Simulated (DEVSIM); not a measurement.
Structure: Schottky contact on n-type Si, at 300 K.

Layer 1 from the left is Si, thickness (μm) 11.0, Nd (cm⁻³) 5.4e16, τn (s) 5.3e-6, τp (s) 5.3e-6.

Left contact: Schottky, work function 4.52 eV, emission velocity 1.8e6 cm/s. Right contact: ohmic. Voltage is applied to the left contact. Recombination: SRH at mid-gap. Mobility is constant in doping.

Constants are typed, rounded textbook-type inputs, not results; the design itself was drawn at random and stands for no fabricated device. Values at 300 K.

Si: gap (eV) 1.124, affinity (eV) 4.05, permittivity 11.7, Nc (cm⁻³) 2.86e19, Nv (cm⁻³) 3.1e19, μn (cm²/Vs) 1417, μp (cm²/Vs) 470.

**Question.** Estimate by hand the built-in potential, the peak field at zero bias, the capacitance at -1 V, and compare with a numerical solution.

**Answer.** 
- Built-in potential: barrier φB = 0.470 eV; Vbi = φB − kT/q ln(N_band/N) = 0.308 V; numerical 0.308 V.
- Peak field at zero bias: depletion approximation: W = √(2εVbi/(qN)) = 0.0859 μm with N = 5.40e16 cm⁻³; field = 2Vbi/W = 71700 V/cm; numerical 68200 V/cm (estimate above by 5.1 %).
- Capacitance at -1 V: C = √(qεN / 2(Vbi + |V|)) = 58.5 nF/cm²; numerical 59.1 nF/cm² (estimate below by 0.98 %).

Simulated with DEVSIM: 1D drift-diffusion, Boltzmann statistics, complete ionisation; no tunnelling, impact ionisation, image-force lowering or self-heating. Metal contacts follow the ideal Schottky-Mott rule: no Fermi-level pinning, no interface dipoles.
